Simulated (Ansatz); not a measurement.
# InSb: pressure series

The parent structure is InSb in the zinc blende structure (space group F-43m, No. 216; a = 6.450 Å).

Cell and atoms are relaxed at each pressure.

Calculations: LDA (Ansatz, a first-principles code, PAW, no spin-orbit coupling).

Notes on the quantities. enthalpy: H = E + PV relative to the base's energy.

```
change                  enthalpy  lattice parameter a
-----------------  -------------  -------------------
base                           –              6.450 Å
pressure −2 GPa    -0.43 eV/atom              6.554 Å
pressure −1 GPa    -0.21 eV/atom              6.499 Å
pressure 0.9 GPa   +0.19 eV/atom              6.410 Å
pressure 2.1 GPa   +0.43 eV/atom              6.362 Å
pressure 4.5 GPa   +0.90 eV/atom              6.280 Å
pressure 9 GPa     +1.75 eV/atom              6.158 Å
pressure 15 GPa    +2.81 eV/atom              6.034 Å
pressure 22.5 GPa  +4.05 eV/atom              5.915 Å
pressure 30 GPa    +5.23 eV/atom              5.819 Å
```

Load acts through the strain it causes; cell and atoms are relaxed under it. No phonon test of stability was made. Tetrahedral semiconductors of this kind turn to denser phases somewhere between about 1 and 50 GPa; those were not computed, so compressed cells here can lie past the real transition. All final runs are without spin polarisation.
